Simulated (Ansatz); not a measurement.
Results of LDA in Ansatz (PAW) for LaWN3 (P2₁/m, No. 11, 10 atoms in the cell; start mp-989646).

Run with plane-wave cutoff 520 eV, 6×10×6 k mesh (along the axes of the cell as run), Fermi–Dirac smearing 0.01 eV, no spin polarisation, scalar-relativistic PAW data made under PBE.

Cell (relaxed with PBEsol):

```xyz
10
Lattice="5.7949 0.0000 0.0148 0.0000 3.8572 0.0000 -2.6008 0.0000 7.4593" Properties=species:S:1:pos:R:3 pbc="T T T"
La     0.9498     0.9643     1.3846
La     2.2444     2.8929     6.0895
W     -0.9247     0.9643     4.9859
W      4.1189     2.8929     2.4881
N     -2.0482     0.9643     6.4601
N      5.2424     2.8929     1.0139
N      4.6360     0.9643     2.9222
N     -1.4418     2.8929     4.5519
N      0.7813     0.9643     5.5357
N      2.4129     2.8929     1.9384
```

Q: Give the computed band gap.

A: 
- band gap = 1.68 eV

Note: cell and atoms aren't relaxed at this level (pressure -3.3 GPa).

Spin–orbit coupling is not included.

Computing time: roughly 3 core-minutes.

A start named mp-… is a Materials Project structure, which need not be a measured phase.

Ansatz is a program for electronic structure.
